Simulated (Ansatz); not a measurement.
An Ansatz (a quantum-chemistry and plane-wave program) run: AlCr2C with a change (uniaxial stress, 5 GPa compression along z); PBEsol (Ansatz; PAW; 420 eV plane waves; without spin-orbit coupling), earlier PAW set.

Input:

Ansatz 0.2 input:
```yaml
crystal:
  lattice:
    - [2.8118740563, 0, 0]
    - [-1.4059370282, 2.435154365, 0]
    - [0, 0, 12.5995757433]
  atoms:
    - { symbol: Al, position: [0.3333333333, 0.6666666667, 0.75] }
    - { symbol: Al, position: [0.6666666667, 0.3333333333, 0.25] }
    - { symbol: Cr, position: [0.3333333333, 0.6666666667, 0.084404038] }
    - { symbol: Cr, position: [0.6666666667, 0.3333333333, 0.584404038] }
    - { symbol: Cr, position: [0.6666666667, 0.3333333333, 0.915595962] }
    - { symbol: Cr, position: [0.3333333333, 0.6666666667, 0.415595962] }
    - { symbol: C, position: [0, 0, 0] }
    - { symbol: C, position: [0, 0, 0.5] }
basis: { ecutwfc: 420, ecutrho_ratio: 4, xc_grid: 2, fft_grid_basis: typed }
kpoints: { mp_grid: { grid: [19, 19, 4] } }
hamiltonian:
  xc: pbesol
  dispersion: none
  pseudopotentials: { azcp: { folder: ./paw }, kind: paw }
scf: { occupations: { method: fermi_dirac, width: 0.05 } }
relax: { f_tol: 0.005, max_steps: 50, cell: { stress_tol: 0.01, sigma_target: [0, 0, 5, 0, 0, 0] } }
output: { forces: true, stress: true }
checkpoint: { write: state.ck, write_every: 1000 }
```

Output (explanatory and most iteration lines left out):

```
Relaxation: its limit of steps is 50 (relax.max_steps)
Pseudopotential: Al, paw, valence charge 3
Pseudopotential: Cr, paw, valence charge 14
Pseudopotential: C, paw, valence charge 4
Crystal: 8 atoms, lattice volume = 86.274 Å³
Basis set: ecut = 420 eV, 1699 PW (Γ), exchange–correlation on 40×40×180 points (8 copies of the dense FFT grid, shifted against one another)
Bands: 43, of which v1, the nominal top of the filled ones, is band 35 counted from 1 (34 counted from 0)
Symmetry: 24 space group operations
Space group: P63/mmc (ITA 194), of the structure as read, at distance tolerance 4.4e-5 Å
k-points: 120 of 1444
Functional: x = pbesol(κ = 0.804, μ = 0.12345679012345678), c = pbesol(β = 0.046)
SCF iter   1: F=—  HF=-14953.853505 eV  |F-HF|=—  |Δ(HF+E_count)|=         —  Δρ=2.75e-1  dr2=7.35e1  ethr=3.10e-3  ⟨swp⟩=6.3  Hψ=18977  notcnv=0
SCF iter   2: F=—  HF=-14941.845939 eV  |F-HF|=—  |Δ(HF+E_count)|=    1.20e1  Δρ=5.35e-2  dr2=2.68e0  ethr=3.10e-3  ⟨swp⟩=4.0  Hψ=14192  notcnv=0  defer=28
SCF 1 converged in 9 iterations: F = -14941.118450 eV  dr2 = 7.91e-9
relax step   1: F+E_penalty+E_count = -14941.11844975 eV  Δ(F+E_penalty+E_count) = +0.000e0 eV  max|allowed force component| = 1.277e-4 eV/Å  Δτ_max = 0.0000 Å  P = +0.001 GPa  Ω = 86.274 Å³  (9 SCF iters, dr2 threshold 1.00e-7 eV, accepted)
[... steps on the carried basis left out ...]
relax step   7: F+E_penalty+E_count = -14941.09806619 eV  Δ(F+E_penalty+E_count) = -1.269e-6 eV  max|allowed force component| = 3.990e-6 eV/Å  Δτ_max = 0.0000 Å  P = +1.666 GPa  Ω = 85.627 Å³  stress off target by 7.69e-4 GPa  SCF on the basis re-selected at this cell (its energy is not comparable with the rows above)  (9 SCF iters)
SCF converged after 9 iterations
Free energy (F): -14941.098066 eV
Internal energy: -14941.050013 eV  (E = F + TS)
E sigma→0 (E₀):  -14941.074040 eV
Entropy (-TS):   -0.048053 eV (-6.007 meV/atom)
Fermi energy:    15.330686 eV
--- Forces (eV/Å), atoms counted from 1 ---
  atom   1  Al     0.00000000     0.00000000     0.00000000
  atom   2  Al     0.00000000    -0.00000000    -0.00000000
  atom   3  Cr    -0.00000000     0.00000000     0.00000399
  atom   4  Cr    -0.00000000    -0.00000000     0.00000399
  atom   5  Cr     0.00000000    -0.00000000    -0.00000399
  atom   6  Cr     0.00000000     0.00000000    -0.00000399
  atom   7  C     -0.00000000    -0.00000000    -0.00000000
  atom   8  C      0.00000000     0.00000000     0.00000000
--- Stress (GPa, compression-positive) ---
       -0.000769       0.000000       0.000000
        0.000000      -0.000769      -0.000000
        0.000000      -0.000000       4.999332
  P = ⅓ Tr σ = 1.6659 GPa (16.659 kbar)
--- Relaxed structure (5 steps of the walk, 5 accepted, 2 SCFs on fresh bases) ---
  cell:  # Å, volume = 85.6271 Å³
    - [2.822711095784623, 2.897878099500823e-11, -5.851691870941039e-19]
    - [-1.4113555479174078, 2.444539516479204, 2.925845935522555e-19]
    - [-2.6220532455626114e-18, 4.393328050735088e-33, 12.409312497704049]
  atoms:
    - { symbol: Al, position: [0.33333333333333337, 0.6666666666666666, 0.75] }
    - { symbol: Al, position: [0.6666666666666667, 0.3333333333333333, 0.25] }
    - { symbol: Cr, position: [0.33333333333333337, 0.6666666666666666, 0.08471979987767253] }
    - { symbol: Cr, position: [0.6666666666666667, 0.3333333333333333, 0.5847197998776725] }
    - { symbol: Cr, position: [0.6666666666666667, 0.3333333333333333, 0.9152802001223277] }
    - { symbol: Cr, position: [0.33333333333333337, 0.6666666666666666, 0.4152802001223274] }
    - { symbol: C, position: [2.3519047298400133e-34, -5.437342518705e-35, -1.7210137778838224e-20] }
    - { symbol: C, position: [2.8888949165808538e-34, -4.1191988778441205e-35, 0.5] }
```

Without a gap, meshes like the base's 19×19×4 leave anisotropic stresses uncertain by several tenths of a GPa, and small strain energies with them. Load acts through the strain it causes; cell and atoms are relaxed under it. sigma_target is in GPa, compression positive, in the order xx, yy, zz, yz, xz, xy. Stability under load was not tested beyond the relaxation. The final runs are not spin-polarised. The cell was made from AlCr₂C (space group P6_3/mmc, No. 194; non-magnetic) by this change: uniaxial stress, 5 GPa compression along z.
